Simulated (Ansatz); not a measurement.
The parent structure is C in the graphite type structure (space group P6_3/mmc, No. 194; a = 2.455 Å, c = 6.670 Å; layered, stacked along the Cartesian z axis). Axes: x lies along a and z along c of the hexagonal cell.

Structures relaxed with r2SCAN+rVV10 in Ansatz (plane waves to 500 eV, PAW, no SOC), earlier PAW set.

Base:

Simulated powder pattern, Mo Kα, λ = 0.71073 Å (kinematic, ideal powder, no thermal factors, no anomalous dispersion; the 14 strongest lines at most, above 2 %, up to 2θ = 40°):

```json
[
 {"2θ (°)": "12.23", "I/Imax (%)": "100", "hkl": "(002)"},
 {"2θ (°)": "19.24", "I/Imax (%)": "3.9", "hkl": "(100)"},
 {"2θ (°)": "20.21", "I/Imax (%)": "19", "hkl": "(101)"},
 {"2θ (°)": "22.86", "I/Imax (%)": "4.0", "hkl": "(102)"},
 {"2θ (°)": "24.61", "I/Imax (%)": "8.0", "hkl": "(004)"},
 {"2θ (°)": "26.74", "I/Imax (%)": "6.5", "hkl": "(103)"},
 {"2θ (°)": "33.65", "I/Imax (%)": "7.3", "hkl": "(110)"},
 {"2θ (°)": "35.93", "I/Imax (%)": "12", "hkl": "(112)"},
 {"2θ (°)": "36.66", "I/Imax (%)": "2.0", "hkl": "(105)"}
]
```

The change: biaxial strain −4.85 %, plane normal [001], relaxed out of plane (Cartesian); in-plane vectors clamped, the third vector and the atoms free.

Question: Predict the new powder pattern.

Answer: 
Simulated powder pattern, Mo Kα, λ = 0.71073 Å (kinematic, ideal powder, no thermal factors, no anomalous dispersion; the 14 strongest lines at most, above 2 %, up to 2θ = 40°):

```
2θ (°)  I/Imax (%)    hkl
------  ----------  -----
12.38          100  (002)
20.23          3.3  (100)
21.18           17  (101)
23.79          3.5  (102)
24.91          7.9  (004)
27.63          5.9  (103)
35.42          6.3  (110)
37.66           10  (112)
```

The indices refer to the base's conventional cell; one index is shown for lines that coincide.

Whether these cells are dynamically stable was not tested.

Ansatz is a first-principles code.
